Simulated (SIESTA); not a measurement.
A self-consistent single point of Li2Al (Cm, 6 atoms in the cell) with SIESTA.

Method of the run: GGA PBEsol, numerical atomic orbitals DZP, PseudoDojo PBEsol standard norm-conserving potentials (rewritten from UPF to PSML) (SIESTA).

```yaml
crystal:
  lattice:
    - [2.29917, -4.84774, 0.00000]
    - [2.29917, 4.84774, 0.00000]
    - [0.00000, 0.00000, 4.44419]
  atoms:
    - { symbol: Li, position: [0.24139, 0.75861, 0.26125] }
    - { symbol: Li, position: [0.75861, 0.24139, 0.75000] }
    - { symbol: Li, position: [0.58986, 0.41014, 0.25000] }
    - { symbol: Li, position: [0.41014, 0.58986, 0.75000] }
    - { symbol: Al, position: [0.92502, 0.07498, 0.25000] }
    - { symbol: Al, position: [0.07498, 0.92502, 0.75000] }
```

Reference input (self-consistent single point, DFT, GGA PBEsol, numerical atomic orbitals DZP, PseudoDojo PBEsol standard norm-conserving potentials (rewritten from UPF to PSML)): XC.functional = GGA; XC.authors = PBEsol; potentials = PseudoDojo PBEsol standard; PAO.BasisSize = DZP; PAO.EnergyShift = 0.01 Ry; MeshCutoff = 350 Ry; kgrid.MonkhorstPack = 7 7 7; OccupationFunction = MP; OccupationMPOrder = 0; ElectronicTemperature = 1160.45 K; PAO.Polarization.NonPerturbative = true; MaxSCFIterations = 150. This run's input differs from it in these lines:

```diff
@@ -33,5 +33,5 @@
 %block kgrid.MonkhorstPack
-    7   0   0  0.0
-    0   7   0  0.0
-    0   0   7  0.0
+   11   0   0  0.0
+    0  11   0  0.0
+    0   0  10  0.0
 %endblock kgrid.MonkhorstPack
@@ -39,3 +39,3 @@
 OccupationMPOrder            0
-ElectronicTemperature        1160.45 K
+ElectronicTemperature        580.23 K
```

The program printed (abridged):

```
        iscf     Eharris(eV)        E_KS(eV)     FreeEng(eV)     dDmax    Ef(eV) dHmax(eV)
   scf:    1     -889.039086     -904.683634     -904.684847  1.458620 -6.602383  1.031716
   scf:    2     -904.830965     -904.760150     -904.761318  0.017745 -6.627895  0.812885
   scf:    3     -904.925375     -904.871112     -904.872774  0.054867 -6.718891  0.245483
   scf:    4     -904.878956     -904.875494     -904.877139  0.013036 -6.739392  0.135103
   scf:    5     -904.876202     -904.875930     -904.877581  0.006356 -6.749344  0.104737
   [... 3 lines left out ...]
   scf:    9     -904.876079     -904.876079     -904.877708  0.000081 -6.749037  0.001763
   scf:   10     -904.876078     -904.876078     -904.877708  0.000043 -6.749044  0.000564
   scf:   11     -904.876078     -904.876078     -904.877708  0.000011 -6.749034  0.000236
   scf:   12     -904.876078     -904.876078     -904.877708  0.000003 -6.749031  0.000229
SCF Convergence by DM+H criterion
max |DM_out - DM_in|         :     0.0000032002
max |H_out - H_in|      (eV) :     0.0002289726
SCF cycle converged after 12 iterations

Using DM_out to compute the final energy and forces

siesta: E_KS(eV) =             -904.8761

siesta: E_KS - E_eggbox =      -904.8761

siesta: Atomic forces (eV/Ang):
     1   -0.000000   -0.017260   -0.153381
     2   -0.000000    0.014648    0.011722
     3   -0.000000   -0.006148    0.000641
     4   -0.000000    0.003600    0.049232
     5    0.000000    0.145431    0.007318
     6    0.000000   -0.140446    0.084454
   Tot   -0.000000   -0.000175   -0.000014
   Max    0.153381
   Res    0.064425    sqrt( Sum f_i^2 / 3N )
   Max    0.153381    constrained

   [... lines left out ...]
siesta: FreeEng =      -904.877708
   [... lines left out ...]
siesta:     0.003418    0.000000   -0.000000
siesta:     0.000000    0.001012   -0.000199
siesta:    -0.000000   -0.000199   -0.001783

siesta: Cell volume =         99.067851 Ang**3

siesta: Pressure (static):
siesta:                Solid            Molecule  Units
siesta:          -0.00000961          0.00002462  Ry/Bohr**3
siesta:          -0.00088250          0.00226041  eV/Ang**3
siesta:          -1.41392616          3.62158300  kBar
```

The run converged in 12 iterations. Against the reference run the free energy goes up by 1.5 meV/atom, the pressure stays near -0.14 GPa while the zz stress (positive for compression) goes from -0.02 to 0.29 GPa and the largest force goes from 0.155 to 0.164 eV/Å.

The starting cell comes from a database of computed structures (which also holds hypothetical and non-ambient phases and stackings), without a prior relaxation at this level. Its lattice was rescaled by up to half a per cent. One atom was moved a little off its site on purpose. Values carry the incompleteness of an atom-centred basis.

Cost on one core of a shared machine: roughly 2 min.
